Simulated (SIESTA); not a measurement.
SIESTA is run on MnV2O6 (C2/m, 9 atoms in the cell), and the run fails. The aim is a self-consistent single point with DFT, LDA PW92, numerical atomic orbitals DZP, PseudoDojo LDA standard norm-conserving potentials (rewritten from UPF to PSML).

Cell that was meant: a = 4.9695 Å, b = 4.9695 Å, c = 6.7630 Å, α = 111.09°, β = 111.09°, γ = 41.67°.

Part of the input:

```
  9 +0.00
%endblock DM.InitSpin

MaxSCFIterations             2
SCF.Mixer.Method             Pulay
SCF.Mixer.Weight             0.1
SCF.Mixer.History            6
```

Output, abridged:

```
        iscf     Eharris(eV)        E_KS(eV)     FreeEng(eV)     dDmax    Ef(eV) dHmax(eV)
   scf:    1    -9528.738575    -9623.625012    -9623.778072  0.842312 -2.486862 35.102961
     spin moment: {S} , |S| = {        0.0        0.0    4.99997 }     4.99997
   scf:    2    -9659.059456    -9651.482693    -9651.485873  0.334357 -3.751779 17.307926
     spin moment: {S} , |S| = {        0.0        0.0    4.99997 }     4.99997
SCF_NOT_CONV: SCF did not converge in maximum number of steps (required).
SCF_NOT_CONV: SCF did not converge in maximum number of steps (required).
Geom step, scf iteration, dDmax, dHmax:    0     2      0.334357     1.272109
Geom step, scf iteration, dDmax, dHmax:    0     2      0.334357     1.272109

ABNORMAL_TERMINATION
ABNORMAL_TERMINATION
Stopping Program from Node:    0
Stopping Program from Node:    0
```

Task: Diagnose the run.

Result: The fault is an iteration limit that is too low. The loop is cut before its threshold is met, so whatever is printed at the end is not self-consistent. To fix it, raise the limit, or leave it to the default. The run ended unconverged after 2 iterations.

An input that runs soundly differs in these lines (not the only fix; some lines may just follow from the change or write a value another way):
```diff
-MaxSCFIterations             2
+MaxSCFIterations             150
```

With that input, the run converged in 21 iterations: free energy E − TS -9671.1473 eV; top of the valence band (on the code's own zero) -5.59 eV; gap on the k-point mesh 0.59 eV; pressure -9.11 GPa; largest force (vector length) 1.024 eV/Å (DFT, LDA PW92, numerical atomic orbitals DZP, PseudoDojo LDA standard norm-conserving potentials (rewritten from UPF to PSML)).

On the sound input: the starting cell comes from a database of published, mostly measured structures (it also holds non-ambient and calculated ones), without a prior relaxation at this level. With one magnetic atom in the cell only a parallel order is possible. Values carry the incompleteness of an atom-centred basis. With a pressure of about -9 GPa the cell is away from its equilibrium volume at this level. Forces in this geometry exceed 1 eV/Å.
